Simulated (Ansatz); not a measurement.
Start from CsPbBr3 in the cubic perovskite structure (space group Pm-3m, No. 221).

```yaml
crystal:
  lattice:
    - [5.87217, 0.00000, 0.00000]
    - [0.00000, 5.87217, 0.00000]
    - [0.00000, 0.00000, 5.87217]
  atoms:
    - { symbol: Cs, position: [0.00000, 0.00000, 0.00000] }
    - { symbol: Pb, position: [0.50000, 0.50000, 0.50000] }
    - { symbol: Br, position: [0.00000, 0.50000, 0.50000] }
    - { symbol: Br, position: [0.50000, 0.50000, 0.00000] }
    - { symbol: Br, position: [0.50000, 0.00000, 0.50000] }
```

Computed with plane-wave PAW DFT at the PBEsol level (Ansatz, a quantum-chemistry and plane-wave program, 420 eV), no spin-orbit coupling.

Carriers are added at fixed cell with a uniform background; the Fermi–Dirac width is that of 300 K.

One change was made to it. Results:

| quantity | base | after |
|---|---|---|
| gap between the host's bands | 1.43 eV | 1.45 eV |
| gap character | direct at R | direct at R |
| Fermi level relative to the doped band's edge (positive inside the band; to 0.05 eV) | – | +0.60 eV |

Name the change that was made.
A. electrons 5.0×10^21 cm⁻³
B. holes 5.0×10^21 cm⁻³
C. electrons 7.0×10^21 cm⁻³
D. electrons 2.0×10^21 cm⁻³

D, electrons 2.0×10^21 cm⁻³. For comparison, the Fermi level from band edge in the other runs: electrons 7.0×10^21 cm⁻³ gives +1.05 eV; electrons 5.0×10^21 cm⁻³ gives +0.90 eV; holes 5.0×10^21 cm⁻³ gives +1.35 eV.

Charged cell with a jellium background: band edges are those of the host's band count, energies are not comparable with the neutral cell, and many-body gap narrowing is missing. Spin-orbit coupling, missing from the scalar runs, can matter with Pb. No phonon test of stability was made. Many cubic perovskites are stable only at high temperature; tilts and polar distortions were not tested. This is not the structure that CsPbBr3 has at room temperature and ambient pressure.
